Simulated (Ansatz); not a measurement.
**How far to go with the k-point mesh: a (001) slab of AlTc2 (cut from a parent of space group no. 139; 6 atoms in the cell)**

```yaml
crystal:
  lattice:
    - [2.96612, 0.00000, 0.00000]
    - [0.00000, 2.96612, 0.00000]
    - [0.00000, 0.00000, 21.90558]
  atoms:
    - { symbol: Al, position: [0.00000, 0.00000, 0.60743] }
    - { symbol: Tc, position: [0.50000, 0.50000, 0.68045] }
    - { symbol: Tc, position: [0.00000, 0.00000, 0.31955] }
    - { symbol: Al, position: [0.50000, 0.50000, 0.39257] }
    - { symbol: Tc, position: [0.00000, 0.00000, 0.46558] }
    - { symbol: Tc, position: [0.50000, 0.50000, 0.53442] }
```

Computed with PBEsol, default PAW files made with PBE (plane waves; Ansatz, a program for electronic structure).

Base settings: basis.ecutwfc = 500 eV; kpoints.mp_grid.grid = 10 10 1; hamiltonian.xc = pbesol; hamiltonian.pseudopotentials = {kind: paw} (the program's default PAW files); scf.occupations.method = fermi_dirac; scf.occupations.width = 0.1 eV.

Only quantities that move along the ladder and can be compared are tabulated.

The count of work is k-points × plane waves × bands × iterations; it is no time. Core times come from one kind of shared machine, to one figure; runs under 30 s give none.

The starting cell comes from a database of computed structures (which also holds hypothetical and non-ambient phases and stackings), without a prior relaxation at this level. The slab is cut from that crystal, and its faces are unrelaxed. Its lattice was rescaled by up to half a per cent. Spin polarisation is off.

Steps (kpoints.mp_grid.grid): 2 2 1; 3 3 1; 4 4 1; 5 5 1; 6 6 1; 7 7 1; 8 8 1; 9 9 1; 10 10 1; 11 11 1; 13 13 1; 15 15 1; 18 18 1; 21 21 1; 24 24 1; 28 28 1.

### Question
What is the coarsest kpoints.mp_grid.grid that holds the free energy within 0.5 meV/atom of the last step, with all finer ones?

### Answer
21 21 1; the step before is off by 0.62 meV/atom.

### Question
What is the coarsest kpoints.mp_grid.grid that holds the forces within 0.005 eV/Å of the last step, with all finer ones?

### Answer
18 18 1, at about 0.4 of the last step's time; the step before is off by 0.009 eV/Å.

| kpoints.mp_grid.grid | free energy less the last step's (meV/atom) | largest difference of a force vector from the last step's (eV/Å) | count of work / last | core time / last (rough) |
|---|---|---|---|---|
| 2 2 1 | 254.29 | 1.925 | 0.033 | – |
| 3 3 1 | 189.44 | 1.469 | 0.033 | – |
| 4 4 1 | -13.73 | 0.395 | 0.056 | – |
| 5 5 1 | -21.76 | 0.217 | 0.050 | – |
| 6 6 1 | 21.05 | 0.233 | 0.083 | – |
| 7 7 1 | 7.79 | 0.089 | 0.093 | – |
| 8 8 1 | -8.97 | 0.078 | 0.12 | – |
| 9 9 1 | 0.23 | 0.056 | 0.12 | – |
| 10 10 1 | 3.39 | 0.035 | 0.17 | – |
| 11 11 1 | -2.68 | 0.029 | 0.17 | – |
| 13 13 1 | 1.86 | 0.009 | 0.23 | – |
| 15 15 1 | -1.16 | 0.009 | 0.30 | – |
| 18 18 1 | -0.62 | 0.001 | 0.46 | 0.4 |
| 21 21 1 | -0.21 | 0.002 | 0.55 | 0.5 |
| 24 24 1 | -0.01 | 0.001 | 0.76 | 0.7 |
| 28 28 1 | 0.00 | 0.000 | 1.0 | 1 |

Keys are those of Ansatz 0.2.
